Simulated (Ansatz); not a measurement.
The reference is GaSb in the zinc blende structure (space group F-43m, No. 216).

```xyz
2
Lattice="0.0000 3.0668 3.0668 3.0668 0.0000 3.0668 3.0668 3.0668 0.0000" Properties=species:S:1:pos:R:3 pbc="T T T"
Sb     4.6001     4.6001     4.6001
Ga     0.0000     0.0000     0.0000
```

Calculations: r2SCAN/PAW in Ansatz (an electronic-structure program), no spin-orbit coupling, earlier PAW set.

For the base:

Valley order: Γ 0.41 eV; L along ⟨111⟩ 0.68 eV; a point along ⟨100⟩, about 0.9 Å⁻¹ from Γ 1.10 eV
Width of the top valence band: 3.21 eV
Pressure: 0.00 GPa

The change: every lattice vector is stretched by 0.85 %; the atoms relax in the strained cell.

Problem. Predict the new valley order, width of the top valence band, mean gap deformation potential ΔEg/Δln V and pressure.

Solution. The valley order (the lowest conduction-band minima on the path, energy above the VBM, named in the base's zone) goes from Γ 0.41 eV; L along ⟨111⟩ 0.68 eV; a point along ⟨100⟩, about 0.9 Å⁻¹ from Γ 1.10 eV to Γ 0.22 eV; L along ⟨111⟩ 0.62 eV; a point along ⟨100⟩, about 0.9 Å⁻¹ from Γ 1.13 eV; the width of the top valence band shrinks by 0.11 eV, from 3.21 eV to 3.10 eV; the mean gap deformation potential ΔEg/Δln V is -7.5 eV; the pressure goes from zero to -1.27 GPa.

With Sb present, leaving out spin-orbit coupling can change the band edges. Stability against distortions was not tested. The zero or small gap of GaSb under isotropic strain +0.85 % can change with the level of theory.
